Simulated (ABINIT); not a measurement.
Input and output of a self-consistent single point for K (Im-3m, 1 atom in the cell) (ABINIT).

Method of the run: PBEsol, norm-conserving pseudopotentials (PseudoDojo nc-sr-04 PBEsol standard) (plane waves; ABINIT).

```xyz
1
Lattice="-2.6706 2.6706 2.6706 2.6706 -2.6706 2.6706 2.6706 2.6706 -2.6706" Properties=species:S:1:pos:R:3 pbc="T T T"
K      0.0000     0.0000     0.0000
```

Reference input (self-consistent single point, DFT, PBE, plane waves, norm-conserving pseudopotentials (PseudoDojo nc-sr-05 PBE standard)): pseudos = [K.upf]; ecut = 37 Ha; occopt = 7; tsmear = 0.1 eV; ngkpt = 12 12 12; nshiftk = 1; shiftk = 0 0 0; potentials = PseudoDojo nc-sr-05 PBE standard; nband = 10; kptopt = 1; nstep = 60; tolvrs = 1e-10. This run's input differs from it in these lines:

```diff
@@ -1,2 +1,2 @@
-# K, PseudoDojo nc-sr-05 PBE standard
+# K, PseudoDojo nc-sr-04 PBEsol standard
 pp_dirpath "./"
```

Its files differ too (potentials: PseudoDojo nc-sr-05 PBE standard → PseudoDojo nc-sr-04 PBEsol standard).

Log, with long lists cut:

```
--- !BeginCycle
solver: {iscf: 7, nstep: 60, nline: 4, wfoptalg: 0, }
tolerances: {tolvrs: 1.00E-10, }
...

     iter   Etot(hartree)      deltaE(h)  residm     vres2
 ETOT  1  -29.989323036688    -2.999E+01 4.354E-02 1.059E+00
 ETOT  2  -29.996697093927    -7.374E-03 8.920E-03 1.436E-01
 ETOT  3  -29.996714199442    -1.711E-05 3.974E-03 4.297E-03
 ETOT  4  -29.996715088026    -8.886E-07 3.138E-03 3.117E-05
 ETOT  5  -29.996715089863    -1.838E-09 8.312E-04 1.911E-06
 ETOT  6  -29.996715089945    -8.208E-11 9.268E-04 7.287E-08
 ETOT  7  -29.996715089946    -1.009E-12 1.698E-04 2.286E-09
 ETOT  8  -29.996715089947    -5.400E-13 1.942E-04 4.475E-10
 ETOT  9  -29.996715089948    -1.020E-12 3.934E-05 1.540E-12
 At SCF step    9       vres2   =  1.54E-12 < tolvrs=  1.00E-10 =>converged.

 Cartesian components of stress tensor (hartree/bohr^3)
  sigma(1 1)=  7.98387062E-06  sigma(3 2)=  0.00000000E+00
  sigma(2 2)=  7.98387062E-06  sigma(3 1)=  0.00000000E+00
  sigma(3 3)=  7.98387062E-06  sigma(2 1)=  0.00000000E+00

 ----iterations are completed or convergence reached----

 reduced coordinates (array xred) for    1 atoms
       0.000000000000      0.000000000000      0.000000000000
 cartesian forces (eV/Angstrom) at end:
    1     -0.00000000000000    -0.00000000000000    -0.00000000000000
 frms,max,avg= 0.0000000E+00 0.0000000E+00   0.000E+00  0.000E+00  0.000E+00 e/A
 length scales=  8.741092924200  8.741092924200  8.741092924200 bohr
              =  4.625587153654  4.625587153654  4.625587153654 angstroms
   [... lines left out ...]
 Fermi (or HOMO) energy (hartree) =   0.04258   Average Vxc (hartree)=  -0.20771
 Fermi (or HOMO) energy (eV) =   1.15875   Average Vxc (eV)=  -5.65213
   [... lines left out ...]
total_energy        : -2.99967150899478E+01
total_energy_eV     : -8.16252128851625E+02
band_energy         : -5.42553815378735E+00
...

-Cartesian components of stress tensor (GPa)         [Pressure= -2.3489E-01 GPa]
- sigma(1 1)=  2.34893544E-01  sigma(3 2)=  0.00000000E+00
- sigma(2 2)=  2.34893544E-01  sigma(3 1)=  0.00000000E+00
- sigma(3 3)=  2.34893544E-01  sigma(2 1)=  0.00000000E+00

 Calculation completed.
```

The run converged in 9 iterations. Against the reference run the pressure goes from -0.11 to -0.23 GPa.

The starting cell comes from a database of computed structures (which also holds hypothetical and non-ambient phases and stackings), without a prior relaxation at this level. Its lattice was rescaled by a random factor within 2.5 % of one.

Cost on one core of a shared machine: roughly 2 min.
